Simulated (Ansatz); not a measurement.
Start from BeTe in the zinc blende structure (space group F-43m, No. 216; a = 5.5542 Å). Axes: x, y, z lie along the cube axes.

All numbers come from LDA in Ansatz (plane waves to 420 eV, PAW, no SOC).

For the base:

```
Property                             Value
---------------------  -------------------
Valence-band top at Γ  0.00, 0.00, 0.00 eV
Band gap                           1.79 eV
```

The change: tensor shear ε_xy = +1.14 % (engineering shear γ = 0.0228); the atoms relax in the strained cell.

Question: Estimate the effect on the valence-band top at Γ, band gap and energy relative to the base.

Answer: The valence-band top at Γ (three highest levels, from the VBM) goes from 0.00, 0.00, 0.00 eV to 0.00, -0.11, -0.20 eV; the band gap shrinks by 0.13 eV (1.79 eV → 1.66 eV); the energy grows by 1.9 meV/atom.

With Te present, leaving out spin-orbit coupling can change the band edges. No phonon test of stability was made.

Ansatz is a quantum-chemistry and plane-wave program.
